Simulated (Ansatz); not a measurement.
Input and output of a zone-centre phonon calculation for MgS (F-43m, 2 atoms in the cell) (Ansatz, a first-principles code).

Method: LDA (PW92), default PAW files made with PBE (plane waves; Ansatz).

```yaml
crystal:
  lattice:
    - [0.00000, 2.84729, 2.84729]
    - [2.84729, 0.00000, 2.84729]
    - [2.84729, 2.84729, 0.00000]
  atoms:
    - { symbol: Mg, position: [0.00000, 0.00000, 0.00000] }
    - { symbol: S, position: [0.75000, 0.75000, 0.75000] }
```

Reference input (self-consistent single point, DFT, LDA (PW92), plane waves, default PAW files made with PBE): basis.ecutwfc = 420 eV; kpoints.mp_grid.grid = 8 8 8; hamiltonian.xc = lda; hamiltonian.pseudopotentials = {kind: paw} (the program's default PAW files); scf.occupations.method = fixed. This run's input differs from it in these lines:

Ansatz 0.2 input:
```diff
@@ -13,3 +13,3 @@
   mp_grid:
-    grid: [8, 8, 8]
+    grid: [12, 12, 12]
 hamiltonian:
@@ -21,6 +21,6 @@
     method: fixed
-output:
-  forces: true
-  eigenvalues: true
-  stress: true
+phonons:
+  method: dfpt
+  dielectric: true
+  rigid_motions: translations
```

Output (repeated stretches shortened):

```
SCF iter   1: F=—  HF=-2773.989550 eV  |F-HF|=—  |Δ(HF+E_count)|=         —  Δρ=5.88e-3  dr2=1.21e-2  ethr=1.77e-3  ⟨swp⟩=5.2  Hψ=18313  notcnv=0  defer=549
all-band conjugate gradients solve this SCF's bands
preconditioner: auto → none
SCF iter   2: F=—  HF=-2773.982345 eV  |F-HF|=—  |Δ(HF+E_count)|=   7.21e-3  Δρ=2.34e-3  dr2=1.30e-3  ethr=7.56e-5  ⟨swp⟩=3.0  Hψ=8357  notcnv=0  defer=552
SCF iter   3: F=—  HF=-2773.981717 eV  |F-HF|=—  |Δ(HF+E_count)|=   6.28e-4  Δρ=4.35e-4  dr2=8.43e-5  ethr=8.15e-6  ⟨swp⟩=2.0  Hψ=6163  notcnv=0  defer=552
SCF iter   4: F=—  HF=-2773.981693 eV  |F-HF|=—  |Δ(HF+E_count)|=   2.35e-5  Δρ=1.10e-4  dr2=3.96e-6  ethr=5.27e-7  ⟨swp⟩=2.0  Hψ=4057  notcnv=0  defer=525
SCF iter   5: F=—  HF=-2773.981694 eV  |F-HF|=—  |Δ(HF+E_count)|=   5.91e-8  Δρ=1.36e-5  dr2=1.12e-7  ethr=2.48e-8  ⟨swp⟩=2.0  Hψ=4480  notcnv=0  defer=2
SCF iter   6: F=—  HF=-2773.981693 eV  |F-HF|=—  |Δ(HF+E_count)|=   5.78e-7  Δρ=2.95e-6  dr2=3.19e-9  ethr=7.02e-10  ⟨swp⟩=2.0  Hψ=4257  notcnv=0
SCF iter   7: F=-2773.981693 eV  HF=-2773.981693 eV  |F-HF|=1.59e-11  |Δ(HF+E_count)|=  9.19e-11  Δρ=2.72e-7  dr2=3.27e-11  ethr=1.00e-12  ⟨swp⟩=6.5  Hψ=21018  notcnv=0
SCF 1 converged in 7 iterations: F = -2773.981693 eV  dr2 = 3.27e-11
DFPT response loops at Γ: preconditioner auto → none (the input reference at scf.mixing.eps_inf says where Resta's filter doesn't serve); β = 0.50 …
Free energy (F): -2773.981693 eV
Internal energy: -2773.981693 eV  (E = F + TS)
E sigma→0 (E₀):  -2773.981693 eV
Fermi energy:    2.776495 eV
--- Phonons (Γ-DFPT): 2 representative perturbations + reference, on 280 of 1728 k-points (Σ response iterations 6) ---
  k mesh reduced under 4 symmetry operations, with k and −k counted as one. Each operation leaves every solved perturbation unchanged …
  ASR residual: 1.767e-4 → 0.000e0 eV/Å²; symmetrization residual: 3.143e-6 eV/Å²
   [... lines left out ...]
  k-mesh period / interband length: 48.3 Å / 2.15 Å = 22.46 at k = (0.0000, 0.0000, 0.0000), direct gap 3.100 eV — 14 or more, which is no proof of convergence
   [... lines left out ...]
        407.42      1             6.0255
  optical modes at Γ + LO–TO along q̂ = [0.0000, 1.0000, 0.0000]:
      ω (cm⁻¹)  modes    IR ((D/Å)²/amu)
        315.40      2            12.0510
        407.42      1             6.0255
  optical modes at Γ + LO–TO along q̂ = [0.0000, 0.0000, 1.0000]:
      ω (cm⁻¹)  modes    IR ((D/Å)²/amu)
        315.40      2            12.0510
        407.42      1             6.0255
```

The run converged in 7 iterations. 

Summary of the result:
- Free energy E − TS (on the zero of these files) = -2773.9817 eV
- Top of the valence band (on the code's own zero) = 2.78 eV
- Gap on the k-point mesh = 3.10 eV
- Zone-centre frequencies (cm⁻¹; negative means imaginary) = 0, 0, 0, 315, 315, 315
- ε∞ at this k-point mesh, which may be far from converged in small-gap cells (xx, yy, zz) = 4.19, 4.19, 4.19
- Born charges at this mesh (mean of the diagonal, e) = Mg 1.90, S -1.90

The starting cell comes from a database of computed structures (which also holds hypothetical and non-ambient phases and stackings), without a prior relaxation at this level. Its lattice was rescaled by up to half a per cent. The frequencies listed for the zone centre hold no LO-TO term.

Cost on one core of a shared machine: roughly 70 s.
